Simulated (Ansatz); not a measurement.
System: CaO (model structure, F-43m, No. 216, 2 atoms in the cell). Method: PBE-D3(BJ) in Ansatz (PAW).

Settings: plane-wave cutoff 520 eV, 12×12×12 k mesh, Fermi–Dirac smearing 0.01 eV, scalar-relativistic PAW data made under PBE.

Cell (relaxed at this level):

CaO is modelled in the cubic space group F-43m (No. 216), the zinc blende structure, Pearson symbol cF8. Cell: a = 5.200 Å, b = 5.200 Å, c = 5.200 Å, α = 90.00°, β = 90.00°, γ = 90.00°. Ca on 4a sees 4 O at 2.252 Å (tetrahedral). O on 4d is surrounded by 4 Ca at 2.252 Å (tetrahedral). (Neighbours: up to the widest gap in distance over summed covalent radii, below 1.35, at either atom; cation-cation and far metal-metal contacts left out.)
(The calculation used a cell of 2 atoms; values per cell refer to that cell.)

### Question
What does this level give for the band gap and smallest direct gap on the k points sampled?

### Answer

- band gap = 3.36 eV (indirect)
- smallest direct gap on the k points sampled = 4.00 eV

Note: the relaxation could raise the start's symmetry but not lower it, so the cell can be a saddle point.

It cost roughly 6 core-seconds of CPU time.

A model structure was made by putting elements into a prototype or built by hand; it is no filed structure, need not be a known phase, and can be a saddle point held by its symmetry.

Ansatz is a first-principles code.
